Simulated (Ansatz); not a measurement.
We consider L1₂ (Cu3Au-type) Ni3Fe, described by BLYP (plane waves, PAW; Ansatz, a quantum-chemistry and plane-wave program).

Settings: plane-wave cutoff 520 eV, 16×16×16 k mesh, Fermi–Dirac smearing 0.05 eV, spin-polarised with parallel moments, scalar-relativistic PAW data made under PBE.

Properties against volume:

```csv
V (Å³/atom),P (GPa),moment (μB per cell of 4 atoms)
10.962,12.11,4.71
11.195,7.60,4.74
11.428,3.58,4.78
11.662,0.00,4.81
11.895,-3.19,4.83
12.128,-6.03,4.86
12.361,-8.55,4.88
```
